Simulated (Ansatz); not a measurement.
A computed series for WSi2: response to strain

Consider WSi2 (space group I4/mmm, No. 139; a = 3.202 Å, c = 7.818 Å; relaxed with 0.1 eV smearing). Axes: x, y, z lie along a, b, c of the conventional cell.

Strains are applied to the cell and any free atomic positions relax.

All numbers come from PBEsol, PAW, 420 eV (Ansatz, a quantum-chemistry and plane-wave program; without spin-orbit coupling).

Notes on the quantities. energy relative to the base: free energy F.

```csv
uniaxial strain ε_zz (%),energy relative to the base (meV/atom)
-3,22.9
-2.5,15.6
-2,9.8
-1.5,?
-1,2.4
-0.5,0.6
0,0.0
```

Q: Fit ΔE = Aε² + Bε³ (ε in %) to the rows shown and predict the withheld row.

A: Least squares on the printed values gives A = 2.27 and B = -0.090 meV/atom (largest residual 0.0 meV/atom); this predicts 5.4 meV/atom, and the run gives 5.4 meV/atom, in agreement.

Whether these cells are dynamically stable was not tested. The final runs are not spin-polarised.
